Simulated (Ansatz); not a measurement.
## HgSe under a change: Se → Ir

Start from HgSe in the zinc blende structure (space group F-43m, No. 216; a = 6.2600 Å).

Perturbation: full substitution Se → Ir, then cell and atoms are relaxed.

Level of theory: PBE/PAW in Ansatz (a quantum-chemistry and plane-wave program), without spin-orbit coupling. k-mesh 13×13×13 (Γ-centred); smearing 0.05 eV (Fermi–Dirac).

The volume per atom drops by 2.846 Å³, from 30.66 Å³ to 27.82 Å³ and the density grows by 4.15 g/cm³ to 11.72 g/cm³. The space group stays F-43m (No. 216) and the shortest interatomic distance decreases by 0.087 Å, from 2.711 Å to 2.624 Å. The band gap is still zero.

Final structure:

```
CELL_PARAMETERS angstrom
      0.00000     3.02999     3.02999
      3.02999     0.00000     3.02999
      3.02999     3.02999     0.00000
ATOMIC_POSITIONS crystal
  Ir 0.75000 0.75000 0.75000
  Hg 0.00000 0.00000 0.00000
```

Cost of the whole job for the changed cell (relaxation, final SCF and bands): around 60 core-seconds (rough).

Spin-orbit coupling, missing from the scalar runs, can matter with Hg. No phonon test of stability was made. As relaxed here, HgIr is a hypothetical phase, not in the database extracts checked. All final runs are without spin polarisation. An odd electron count without spin: HgIr. HgIr has a high density of states at the Fermi level and may be magnetic at this level. A zero or small gap of HgSe can be the functional's error rather than a property of the material.
